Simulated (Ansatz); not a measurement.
**Defect calculation: Er on the B site (Er_B) in zinc-blende BN**

Computed with PBE, PAW (plane waves to 420 eV; Ansatz, a quantum-chemistry and plane-wave program). Cell: 64 sites, 2×2×2 repeats of a cell of 8 atoms; final energies on a 2×2×2 shifted mesh. Site at the start: the B site. Charged cells carry a point-charge image correction with potential alignment at far atoms. Dielectric constants: PBE linear response of the host. Host gap at this level: 4.46 eV. These values are not converged in cell size to better than tenths of an eV. Levels are measured in PBE's own, too narrow, gap. Spin–orbit coupling is left out, and no Hubbard U is applied to the open shells. Each state is the lowest found from its start.

Charges with a result: +1, 0, −1. Others weren't obtained, and one of them could lie lower, also by skipping a charge.

```csv
charge,moment (μB),largest move off a lattice site (Å),image correction with alignment (eV)
+1†,4.0,0.39,1.27
0,3.0,0.40,0.00
−1†,2.0,0.40,-0.58
```

† Not settled in this cell, so no level is given: charge +1: a large or scattered potential alignment; charge −1: carriers not clearly localised, a large or scattered potential alignment.

Flagged in the runs: a doubtful potential alignment.
